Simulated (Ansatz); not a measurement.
**What strain tensor (xx, yy, zz, yz, xz, xy) = (+0.81, −1.12, +1.15, +0.48, −0.52, +0.71) % does to AlCo**

The parent structure is AlCo in the CsCl type structure (space group Pm-3m, No. 221; a = 2.825 Å; weakly magnetic (sensitive to the mesh); relaxed with 0.1 eV smearing). Axes: x, y, z lie along the cube axes.

The change: the symmetric strain tensor [0.0081 0.0071 -0.0052; 0.0071 -0.0112 0.0048; -0.0052 0.0048 0.0115]; the atoms relax in the strained cell.

The values are results of r2SCAN (Ansatz, a first-principles code, PAW, no spin-orbit coupling), not measurements. Γ-centred 20×20×20 mesh, Fermi–Dirac width 0.1 eV.

The volume per atom goes up by 0.092 Å³ (11.27 Å³ → 11.37 Å³) and the space group goes from Pm-3m (No. 221) to P-1 (No. 2). The shortest interatomic distance falls by 0.021 Å to 2.426 Å and the energy grows by 4.5 meV/atom. The pressure (mean of the normal stresses, compression positive) goes from zero to -1.4 GPa and the band gap is still zero. The magnetic state remains weakly magnetic (sensitive to the mesh) and the largest site moment is nearly the same (0.17 μB against 0.20 μB). The stress (xx, yy, zz, yz, xz, xy; compression positive) comes out as (-2.4, 1.1, -2.8, -1.6, 1.7, -2.3) GPa.

Other magnetic orders, which the real material may have, were not ruled out. No phonon test of stability was made. Starting moments died away, wholly or in part, for the base; another magnetic solution may exist.
